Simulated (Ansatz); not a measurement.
L1₂ (Cu3Au-type) Al₃Sc, relaxed in Ansatz (plane waves) with several semilocal functionals. Each gives its own volume and its own bulk modulus:

```json
[
 {"level": "LDA", "V0 (Å³/atom)": "16.387", "bulk modulus B0 (GPa)": "96.44", "ln V0": "2.7965", "ln B0": "4.5689"},
 {"level": "PBEsol", "V0 (Å³/atom)": "16.876", "bulk modulus B0 (GPa)": "91.70", "ln V0": "2.8259", "ln B0": "4.5185"},
 {"level": "PBE", "V0 (Å³/atom)": "17.304", "bulk modulus B0 (GPa)": "86.56", "ln V0": "2.8509", "ln B0": "4.4608"}
]
```

Q: Fit a straight line to ln B0 against ln V0. What does it predict for r²SCAN, whose volume is 17.057 Å³/atom?

A: With x = ln V0 and y = ln B0: means 2.82443 and 4.51607; Σ(Δx Δy) = -0.002935, Σ(Δx²) = 0.001483, so the slope is -1.98. At x = 2.8366 the line gives y = 4.51607 + (-1.98) × (2.8366 − 2.82443) = 4.4920, or 89.30 GPa. The run with r²SCAN gives 93.96 GPa, +5.2 % from the line. The rows used scatter about it by up to 0.5 %, while the largest value lies 11 % above the smallest. For comparison, PBE's own equation of state has B′ = 4.2, the slope −d ln B/d ln V at a fixed functional; the two needn't agree, since functionals also differ at one volume.

Measured: 91.5 ± 1 GPa (measured, 298 K, no zero-point or thermal correction, polycrystal; as tabulated in A Combined Experimental and First-Principles Based Assessment of …).

The crystal itself was run without spin with r²SCAN; a magnetic state was not tried in these runs.

Ansatz's density-functional and Hartree–Fock values are scalar-relativistic unless marked +SOC, with PAW data made under PBE.

Ansatz is a quantum-chemistry and plane-wave program.
